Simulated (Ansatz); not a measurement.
CdI2 in the CdI2 type structure (space group P-3m1, No. 164; layered, stacked along the Cartesian z axis)

Space group P-3m1 (No. 164); a = 4.152 Å, b = 4.152 Å, c = 6.551 Å, α = 90.00°, β = 90.00°, γ = 120.00°

```tsv
atom	site	symmetry	x	y	z
Cd	1a	-3m.	0.0000	0.0000	0.0000
I	2d	3m.	0.6667	0.3333	0.2613
```

Calculations: DFT with PBEsol-D3(BJ), PAW potentials and a 420 eV plane-wave cutoff in Ansatz (a first-principles code), no spin-orbit coupling. Settings: 9×9×5 k-points, 0.05 eV Fermi–Dirac smearing.

- Volume per atom: 32.60 Å³
- Density: 6.22 g/cm³
- Band gap: 2.17 eV, indirect, K–Γ (77 % along) → k = (0, 0.444, -0.400) in the run's primitive reciprocal basis
- Total energy: -7683.764 eV/atom (σ→0; compares only within this code and set-up)

With I present, leaving out spin-orbit coupling can change the band edges. No phonon test of stability was made.
